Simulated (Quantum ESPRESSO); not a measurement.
A self-consistent single point of YAlSi (Cm, 6 atoms in the cell) with Quantum ESPRESSO.

Method of the run: LDA (PZ), PSlibrary ultrasoft (LDA) pseudopotentials (plane waves; Quantum ESPRESSO 7.5).

```
CELL_PARAMETERS angstrom
      1.98017    -5.14346     0.00000
      1.98017     5.14346     0.00000
      0.00000     0.00000     5.67650
ATOMIC_POSITIONS crystal
  Y  0.30520 0.69480 0.25881
  Y  0.69480 0.30520 0.75000
  Al 0.00000 0.00000 0.50000
  Al 0.00000 0.00000 0.00000
  Si 0.40169 0.59831 0.75000
  Si 0.59831 0.40169 0.25000
```

Reference input (self-consistent single point, DFT, LDA (PZ), plane waves, GBRV 1.5 ultrasoft (LDA) pseudopotentials): ecutwfc = 40 Ry; ecutrho = 320 Ry; occupations = smearing; smearing = fd; degauss = 0.0073499 Ry; potentials = {Y: y_lda_v1.4.uspp.F.UPF, Al: al_lda_v1.uspp.F.UPF, Si: si_lda_v1.uspp.F.UPF}; K_POINTS = automatic 3 3 2 0 0 0; conv_thr = 1e-10 Ry. This run's input differs from it in these lines:

```diff
@@ -12,4 +12,4 @@
   ntyp = 3,
-  ecutwfc = 40,
-  ecutrho = 320,
+  ecutwfc = 22,
+  ecutrho = 154,
   occupations = 'smearing',
@@ -22,5 +22,5 @@
 ATOMIC_SPECIES
-Y     88.9058  y_lda_v1.4.uspp.F.UPF
-Al    26.9815  al_lda_v1.uspp.F.UPF
-Si    28.0850  si_lda_v1.uspp.F.UPF
+Y     88.9058  Y.pz-spn-rrkjus_psl.1.0.0.UPF
+Al    26.9815  Al.pz-n-rrkjus_psl.1.0.0.UPF
+Si    28.0850  Si.pz-n-rrkjus_psl.1.0.0.UPF
 ATOMIC_POSITIONS crystal
```

Output, abridged:

```
     Self-consistent Calculation

     iteration #  1     ecut=    22.00 Ry     beta= 0.70

     Threshold (ethr) on eigenvalues was too large:
     Diagonalizing with lowered threshold

     negative rho (up, down):  1.989E-04 0.000E+00

     total energy              =    -200.31652975 Ry
     estimated scf accuracy    <       0.11154497 Ry

     iteration #  2     ecut=    22.00 Ry     beta= 0.70

     negative rho (up, down):  1.016E+02 0.000E+00

     total energy              =    -384.01762494 Ry
     estimated scf accuracy    < 1803979.00057982 Ry

     iteration #  3     ecut=    22.00 Ry     beta= 0.70

   [... lines left out ...]
     c_bands:  3 eigenvalues not converged
     c_bands:  4 eigenvalues not converged
     c_bands:  1 eigenvalues not converged
     c_bands:  4 eigenvalues not converged

     negative rho (up, down):  9.182E+02 0.000E+00

     total energy              =-1828222.92259616 Ry
     estimated scf accuracy    <19490139.45542498 Ry

     iteration # 35     ecut=    22.00 Ry     beta= 0.70

 %%%%%%%%%%%%%%%%%%%%%%%%%%%%%%%%%%%%%%%%%%%%%%%%%%%%%%%%%%%%%%%%%%%%%%%%%%%%%%
     Error in routine c_bands (1):
     too many bands are not converged
 %%%%%%%%%%%%%%%%%%%%%%%%%%%%%%%%%%%%%%%%%%%%%%%%%%%%%%%%%%%%%%%%%%%%%%%%%%%%%%

     stopping ...
```

The program stopped with an error at about iteration 35.  The full log also holds: “c_bands:  1 eigenvalues not converged”. The full log also holds: “c_bands:  2 eigenvalues not converged”.

The starting cell comes from a database of computed structures (which also holds hypothetical and non-ambient phases and stackings), without a prior relaxation at this level. Its lattice was rescaled by up to half a per cent. One atom was moved a little off its site on purpose.

Cost on one core of a shared machine: roughly 60 s.
